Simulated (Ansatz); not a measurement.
composition SiGe3, cell Si16Ge48, first heated far above this temperature, then brought to it, at a temperature that wasn't checked against the liquidus, so perhaps supercooled [in the run: it was liquid; mean temperature 1272 K (target 1220 K); density 4.66 g/cm³; one k-point, which a denser mesh shifts by 0.1 GPa in pressure and 0.10 eV/Å in forces]. The atoms began on random sites, so units and networks may differ from a laboratory melt's. Bonds are counted up to Ge-Ge 3.66 Å, Ge-Si 3.34 Å, Si-Si 3.06 Å.

What distribution of Ge-Si-Si angles does PBE (Ansatz, a program for electronic structure) give?

mean 100°, standard deviation 32°.
| angle (°) | p (1/°) |
|---|---|
| 1.5 | 0.0000 |
| 4.5 | 0.0000 |
| 7.5 | 0.0000 |
| 10.5 | 0.0000 |
| 13.5 | 0.0000 |
| 16.5 | 0.0000 |
| 19.5 | 0.0000 |
| 22.5 | 0.0000 |
| 25.5 | 0.0000 |
| 28.5 | 0.0000 |
| 31.5 | 0.0000 |
| 34.5 | 0.0000 |
| 37.5 | 0.0000 |
| 40.5 | 0.0000 |
| 43.5 | 0.0006 |
| 46.5 | 0.0029 |
| 49.5 | 0.0055 |
| 52.5 | 0.0079 |
| 55.5 | 0.0097 |
| 58.5 | 0.0105 |
| 61.5 | 0.0098 |
| 64.5 | 0.0100 |
| 67.5 | 0.0096 |
| 70.5 | 0.0092 |
| 73.5 | 0.0095 |
| 76.5 | 0.0104 |
| 79.5 | 0.0105 |
| 82.5 | 0.0109 |
| 85.5 | 0.0107 |
| 88.5 | 0.0109 |
| 91.5 | 0.0109 |
| 94.5 | 0.0107 |
| 97.5 | 0.0104 |
| 100.5 | 0.0108 |
| 103.5 | 0.0109 |
| 106.5 | 0.0103 |
| 109.5 | 0.0106 |
| 112.5 | 0.0100 |
| 115.5 | 0.0100 |
| 118.5 | 0.0090 |
| 121.5 | 0.0087 |
| 124.5 | 0.0076 |
| 127.5 | 0.0071 |
| 130.5 | 0.0073 |
| 133.5 | 0.0067 |
| 136.5 | 0.0067 |
| 139.5 | 0.0058 |
| 142.5 | 0.0056 |
| 145.5 | 0.0056 |
| 148.5 | 0.0049 |
| 151.5 | 0.0040 |
| 154.5 | 0.0042 |
| 157.5 | 0.0034 |
| 160.5 | 0.0034 |
| 163.5 | 0.0028 |
| 166.5 | 0.0026 |
| 169.5 | 0.0022 |
| 172.5 | 0.0014 |
| 175.5 | 0.0009 |
| 178.5 | 0.0004 |
